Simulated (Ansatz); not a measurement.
The reference is CdS in the wurtzite structure (space group P6_3mc, No. 186; a = 4.1244 Å, c = 6.7082 Å). Axes: x lies along a and z along c of the hexagonal cell.

The values are results of Ansatz (an electronic-structure program), PBEsol, PAW, cutoff 420 eV, no spin-orbit coupling, not measurements.

Base values:

- Band gap: 1.09 eV

One thing is altered: the cell is compressed by 1.20 % along z with no lateral relaxation, atoms relaxed at fixed cell.

Q: Predict the new band gap.

A: The band gap grows by 0.05 eV, from 1.09 eV to 1.14 eV.

Q: What does the calculation give for the energy relative to the base after the change?

A: The energy goes up by 1.1 meV/atom.

The cells carry an imposed strain or load. No phonon test of stability was made.
